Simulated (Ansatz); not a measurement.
Take GaN in the wurtzite structure (space group P6_3mc, No. 186; a = 3.1826 Å, c = 5.1854 Å) as the base.

Level of theory: plane-wave PAW DFT at the PBEsol level (Ansatz, a quantum-chemistry and plane-wave program, 420 eV), spin-orbit coupling left out.

One change was made to it. Results:

| quantity | base | after |
|---|---|---|
| electron mass | 0.16 mₑ along c, 0.17 mₑ across (at Γ) | 0.17 mₑ along c, 0.18 mₑ across (at Γ) |
| band gap | 1.88 eV | 2.02 eV |
| width of the top valence band | 2.82 eV | 2.90 eV |
| valence-band top at Γ (three highest levels, from the VBM) | 0.00, 0.00, -0.04 eV | 0.00, 0.00, -0.05 eV |

Task: Name the change that was made.
A. pressure 30 GPa
B. pressure 4.5 GPa
C. pressure 15 GPa

Result: B, pressure 4.5 GPa. For comparison, the band gap in the other runs: pressure 15 GPa gives 2.32 eV; pressure 30 GPa gives 2.67 eV.

Load acts through the strain it causes; cell and atoms are relaxed under it. Masses are band curvatures over ±0.01 Å⁻¹ around the edge. Stability against distortions was not tested. Tetrahedral semiconductors of this kind turn to denser phases somewhere between about 1 and 50 GPa; those were not computed, so compressed cells here can lie past the real transition.
